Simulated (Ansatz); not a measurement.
The parent structure is GaN in the zinc blende structure (space group F-43m, No. 216; a = 4.5485 Å).

It is then changed as follows: every N is replaced by As, then cell and atoms are relaxed.

Method: PBE (Ansatz, a quantum-chemistry and plane-wave program), no SOC.

Base, band edges from the VBM (valence, conduction): X -2.61, 3.35; W -3.50, 6.16; L -0.94, 4.45; Γ 0.00, 1.54; K -2.10, 4.95; U -2.10, 4.95 eV.

Give the band edges at the high-symmetry points of the new zone, measured from its valence-band maximum.


```json
[
 {"point": "Γ", "valence edge (eV)": "0.00", "conduction edge (eV)": "0.16"},
 {"point": "X", "valence edge (eV)": "-2.51", "conduction edge (eV)": "1.56"},
 {"point": "U", "valence edge (eV)": "-2.11", "conduction edge (eV)": "1.99"},
 {"point": "K", "valence edge (eV)": "-2.11", "conduction edge (eV)": "1.99"},
 {"point": "L", "valence edge (eV)": "-1.07", "conduction edge (eV)": "0.87"},
 {"point": "W", "valence edge (eV)": "-3.12", "conduction edge (eV)": "4.40"}
]
```

The gap is 0.16 eV, direct at Γ.

No phonon test of stability was made. This is not the structure that GaN has at room temperature and ambient pressure. A zero or small gap of GaAs can be the functional's error rather than a property of the material.
